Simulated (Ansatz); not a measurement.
Where the default PAW files enter, the runs use the earlier of Ansatz's two default sets.

By PBEsol, the system below comes out a metal.

Without scattering a metal conducts by its projected Fermi surface.

```
IrO2
1.0
    3.11318     0.00000     0.00000
    0.00000     6.24404     0.00000
    0.00000     3.12202     3.12202
Ir O
2 4
Direct
  0.50000   0.50000   0.00000
  0.00000   0.00000   0.00000
  0.00000   0.30866   0.38268
  0.00000   0.69134   0.61732
  0.50000   0.19134   0.00000
  0.50000   0.80866   0.00000
```

Space group of this cell: P4_2/mnm, rutile. The cell is strained (all lengths scaled by 0.98); by PBEsol its mean pressure is 12.9 GPa.

The current flows along the normal of the first two printed cell vectors, the (110) plane of the conventional cell. No spin-orbit coupling; the value is a mean over 0.1 eV about the Fermi level.

Q: Give the ballistic conductance per area that Ansatz (a program for electronic structure) with PBEsol yields.

A: 0.67 × 10¹⁵ S/m² for both spins.
